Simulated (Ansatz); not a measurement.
Take CaO in the rock salt structure (space group Fm-3m, No. 225; a = 4.795 Å) as the base.

Method: r2SCAN (Ansatz, a program for electronic structure; PAW; 500 eV plane waves; scalar-relativistic without spin-orbit coupling).

One change was made to it. Results:

The shortest interatomic distance shrinks by 0.2135 Å, from 2.397 Å to 2.184 Å; the band gap decreases by 0.30 eV (4.20 eV → 3.90 eV); the electron mass goes from 1.4 mₑ along k, 0.44 mₑ across (at X) to 1.3 mₑ along k, 0.36 mₑ across (at X); the density goes up by 1.09 g/cm³ to 4.47 g/cm³; the gap character remains indirect, Γ → X.

Question: Which change produced these results?
(A) pressure 9 GPa
(B) pressure 60 GPa
(C) pressure −2 GPa

Answer: B, pressure 60 GPa. For comparison, the band gap in the other runs: pressure −2 GPa gives 4.20 eV; pressure 9 GPa gives 4.17 eV.

Load acts through the strain it causes; cell and atoms are relaxed under it. Effective masses come from finite differences of ±0.01 Å⁻¹. Along k means along the line from Γ to the band edge. Stability against distortions was not tested. Competing high-pressure phases were not computed.
